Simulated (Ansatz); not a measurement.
Levels about the gap of amorphous Si₂₇N₄₀B₄ (71 atoms in a cell of 791 Å³, 2.86 g/cm³; zone centre alone, so wide bands show as single levels with stretches between that a denser mesh fills), at the geometry that PBE relaxed, where it gives 0.1 GPa on a denser mesh. The participation number counts the atoms over which a state spreads; weights are charges in smoothed Voronoi cells. The levels come from a single point, so bond lengths are those of that geometry. Method of the levels: PBE, scalar-relativistic without spin-orbit coupling (Ansatz, a quantum-chemistry and plane-wave program). Sampling: the zone centre alone; Fermi-Dirac width 0.02 eV; no spin polarisation. At PBE the levels at the filled edge of the gap are localised (band-tail or defect states), and the nearest spread-out levels lie 3.1 eV apart at the zone centre.

The cell was made by melting and quenching with the CHGNet potential and then relaxed with DFT. N atoms were pushed apart under 1.9 Å during the dynamics, to hinder bonds among them. The hot cell started wider than the set density and was brought back towards it in steps. It is the lowest in DFT energy of 2 quenches. It is a model cell: composition and starting density were chosen by hand, and all elements were melted together. No dispersion term was used. Its density started from a set value of 2.89 and ended at 2.86 g/cm³. Cooling (nominally 300 K/ps over its main leg) ran many orders faster than in experiment, which tends to leave more defects and strain. One small periodic cell is one sample of the glass; other quenches scatter about these values. Volume and shape were free in the relaxation.

| E - E(highest filled), eV | filling | participation number | largest on | weight N | weight Si | weight B |
|---|---|---|---|---|---|---|
| -0.83 | filled | 20.2 | N, 3 neighbours | 0.89 | 0.10 | 0.01 |
| -0.73 | filled | 14.2 | N, 3 neighbours | 0.89 | 0.10 | 0.01 |
| -0.66 | filled | 19.7 | N, 3 neighbours | 0.89 | 0.09 | 0.01 |
| -0.54 | filled | 14.2 | N, 3 neighbours | 0.90 | 0.09 | 0.02 |
| -0.47 | filled | 12.6 | N, 2 neighbours | 0.89 | 0.10 | 0.01 |
| -0.39 | filled | 13.5 | N, 3 neighbours | 0.90 | 0.08 | 0.01 |
| 0.00 | filled | 5.0 | N, 3 neighbours | 0.89 | 0.10 | 0.01 |
| 2.73 | empty | 37.2 | Si, 4 neighbours | 0.49 | 0.48 | 0.03 |
| 2.95 | empty | 10.3 | B, 3 neighbours | 0.36 | 0.36 | 0.28 |
| 3.12 | empty | 12.2 | Si, 3 neighbours | 0.40 | 0.55 | 0.05 |
| 3.31 | empty | 27.3 | B, 3 neighbours | 0.41 | 0.42 | 0.17 |
| 3.58 | empty | 30.1 | B, 3 neighbours | 0.41 | 0.39 | 0.20 |
| 3.64 | empty | 26.3 | Si, 4 neighbours | 0.44 | 0.46 | 0.10 |
| 3.81 | empty | 39.0 | B, 3 neighbours | 0.42 | 0.48 | 0.09 |

Most localised among these is the filled level at +0.00 eV, on a N atom, which has 3 neighbours (Si 1.78 Å, Si 1.78 Å, Si 1.96 Å).
